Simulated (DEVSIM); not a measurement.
Structure: illuminated Si p-on-n cell, one wavelength, with a back-surface field, at 350 K.

| layer (left to right) | material | thickness (μm) | Nd (cm⁻³) | Na (cm⁻³) | τn (s) | τp (s) | absorption coefficient (cm⁻¹) |
|---|---|---|---|---|---|---|---|
| 1 | Si | 0.160 | - | 6.7e17 | 2.6e-6 | 1.2e-5 | 350 |
| 2 | Si | 61.0 | 1.5e15 | - | 0.00012 | 0.00012 | 350 |
| 3 | Si | 1.80 | 7.6e18 | - | 0.00012 | 0.00012 | 350 |

Left contact: ohmic, minority electron recombination velocity 700 cm/s. Right contact: ohmic, minority hole recombination velocity 200 cm/s. Voltage is applied to the left contact. Recombination: SRH at mid-gap, radiative, Auger. Light enters at the left, 9.6e17 photons cm⁻² s⁻¹, one pass, no reflection. Mobility is μmin + (μ − μmin)/(1 + (N/Nref)^α).

The device is made up for the run: typed textbook-type constants, with dimensions and the other settings drawn at random. Values at 300 K; Nc and Nv go as T^1.5, mobilities as T to minus their exponent, the gap by Varshni's rule with the affinity fixed.

| parameter | Si |
|---|---|
| gap (eV) | 1.124 |
| affinity (eV) | 4.05 |
| permittivity | 11.7 |
| Nc (cm⁻³) | 2.86e19 |
| Nv (cm⁻³) | 3.1e19 |
| μn (cm²/Vs) | 1417 |
| μp (cm²/Vs) | 470 |
| μn,min | 52 |
| μp,min | 45 |
| Nref,n | 9.7e16 |
| Nref,p | 2.2e17 |
| αn | 0.68 |
| αp | 0.72 |
| T exponent of μn | 2.3 |
| T exponent of μp | 2.2 |
| B (cm³/s) | 4.7e-15 |
| Cn (cm⁶/s) | 2.8e-31 |
| Cp (cm⁶/s) | 9.9e-32 |
| Varshni α (eV/K) | 0.000473 |
| Varshni β (K) | 636 |

Model (solved in DEVSIM): 1D drift-diffusion, Boltzmann statistics, complete ionisation; no tunnelling, impact ionisation, image-force lowering or self-heating.

The photon flux was swept, all else fixed.

| photon flux (cm^-2 s^-1) | largest power (mW/cm²) | open-circuit voltage (V) | short-circuit current (mA/cm²) | fill factor |
|---|---|---|---|---|
| 2.9e16 | 1.47 | … | … | … |
| 9.6e16 | 5.38 | 0.541 | 13.6 | 0.73 |
| 2.9e17 | 17.9 | 0.594 | 41.0 | 0.73 |
| 9.6e17 | 66.4 | 0.646 | 136 | 0.76 |
| 2.9e18 | 221 | 0.687 | 411 | 0.78 |
| 9.6e18 | 798 | 0.727 | 1360 | 0.81 |
| 2.9e19 | 2580 | 0.762 | 4120 | 0.82 |

Task: Complete the blanks.

Result: 
- 2.9e16, open-circuit voltage (V): 0.483
- 2.9e16, short-circuit current (mA/cm²): 4.10
- 2.9e16, fill factor: 0.74
